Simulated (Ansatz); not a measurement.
Structures of equal composition on the (100) surface of rock-salt TiN: a layer of Pt, one atom over each N; a layer of Pt, one atom over each Ti. The slabs share one bottom face, and each structure is named by its start. These are constructed structures in small cells; real faces may alloy, dewet or reconstruct in larger ones, and not all known structures of the face are among them. Slabs of about 13 Å, Fermi-Dirac smearing of 0.1 eV. Bottom of the slabs: a bare face, its two planes held. Relaxed from the named starts with such symmetry as they have, on meshes of like density; energies extrapolated to zero smearing; spin only where a row says so; no spin-orbit coupling, no U. Brackets mark spin-polarised runs, whose order is one that fits the cell.

The numbers are results of PBE (plane waves to 420 eV, PAW; Ansatz, an electronic-structure program), not measurements.

Problem. Put the candidates in order of energy per 1x1 cell, lowest first, for PBE.

Solution. a layer of Pt, one atom over each Ti (0.000 eV), a layer of Pt, one atom over each N (0.244 eV)
